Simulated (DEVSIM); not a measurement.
Device: Cr/Si3N4/p-Ge capacitor, at 300 K.

```csv
layer (left to right),material,thickness (nm),Na (cm⁻³)
1,Si3N4,3.30,-
2,Ge,1300,2e17
```

Metal gate on the left, work function 4.5 eV. Fixed charge at the semiconductor interface -4.9e11 cm⁻² (in units of +e); no interface traps.

Constants are typed, rounded textbook-type inputs, not results; the design itself was drawn at random and stands for no fabricated device. Values at 300 K.

```tsv
parameter	Si3N4	Ge
gap (eV)	5.1	0.664
affinity (eV)	2.1	4
permittivity	7.5	16
Nc (cm⁻³)	-	1.04e19
Nv (cm⁻³)	-	6e18
```

Model (solved in DEVSIM): 1D Poisson equation in equilibrium, Boltzmann statistics, complete ionisation; no quantum confinement or tunnelling. Metal contacts follow the ideal Schottky-Mott rule: no Fermi-level pinning, no interface dipoles.

The Si3N4 thickness was swept, all else fixed.

```
Si3N4 thickness (μm)  minimum of the low-frequency capacitance (μF/cm²)  threshold voltage (band bending 2φF) (V)  capacitance of the dielectric stack (μF/cm²)  flat-band voltage (V)
--------------------  -------------------------------------------------  ----------------------------------------  --------------------------------------------  ---------------------
0.0013                                                            0.248                                      0.45                                          5.11                  -0.06
0.0018                                                            0.244                                      0.47                                          3.69                  -0.05
0.0023                                                            0.238                                      0.50                                          2.89                  -0.05
0.0028                                                            0.235                                      0.52                                          2.37                  -0.04
0.0033                                                            0.230                                      0.54                                          2.01                  -0.04
0.004                                                                 ?                                         ?                                          1.66                  -0.03
```

Problem. Complete the blanks.

Solution. 
- 0.004, minimum of the low-frequency capacitance (μF/cm²): 0.225
- 0.004, threshold voltage (band bending 2φF) (V): 0.57
